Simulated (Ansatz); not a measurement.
SiC under load (space group P6_3mc), PBE with spin-orbit coupling, rigid bands run with Ansatz (a first-principles code). Condition of this run: hydrostatic pressure of 20 GPa (compression positive) (the target of the relaxation). Band gap 2.13 eV, N_c = 1.01e19 cm⁻³ and N_v = 7.69e19 cm⁻³ at 300 K, conductivity masses along y (a = (3.00, 0.00, 0.00) Å; b = (-1.50, 2.60, 0.00) Å; c = (0.00, 0.00, 4.92) Å) of 0.426 mₑ (electrons) and 1.31 mₑ (holes). Take k_BT = 0.02585 eV.

Task: What thermal injection velocity √(2k_BT/πm) limits a ballistic channel along the direction named?

Result: 8.24e6 cm/s for electrons and 4.70e6 cm/s for holes, a ratio of √(m_h/m_e) = 1.75, for dilute carriers.

Task: Find the intrinsic carrier density and the intrinsic Fermi level.

Result: n_i = √(N_c N_v) exp(−E_g/2k_BT) = 2.79e19 × exp(−41.20) = 3.6e1 cm⁻³. The level lies (k_BT/2) ln(N_v/N_c) = 26 meV from mid-gap (positive towards the conduction band). Each 0.1 eV added to the gap lowers n_i by a factor of 6.9.

Task: What built-in voltage has an abrupt junction with N_A = 1e16 and N_D = 1e17 cm⁻³, all dopants ionised?

Result: V_bi = E_g/e − (k_BT/e) ln(N_c N_v/(N_A N_D)) = 2.13 − 0.02585 × 13.56 = 1.78 V, for the computed gap.

Rigid bands with the computed gap; masses take one relaxation time for all states. Geometry: cell and atoms relaxed with PBEsol.
